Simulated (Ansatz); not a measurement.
The reference is NbP in the CsCl type structure (space group Pm-3m, No. 221; a = 3.110 Å; a hypothetical phase, not in the database extracts checked; relaxed with 0.1 eV smearing).

All numbers come from PBE (Ansatz, a quantum-chemistry and plane-wave program, PAW, scalar-relativistic without spin-orbit coupling).

Base values:

The pressure is 0.0 GPa and the band gap is zero.

The change: the cell is scaled by 0.9934 in all directions, atoms relaxed at fixed cell.

### Question
Estimate the effect on the pressure.

### Answer
The pressure goes from zero to 4.0 GPa.

### Question
How does this affect the energy relative to the base?

### Answer
The energy grows by 3.6 meV/atom.

### Question
How does this affect the band gap?

### Answer
The band gap stays zero.

The cells carry an imposed strain or load. No phonon test of stability was made. The final runs are not spin-polarised.
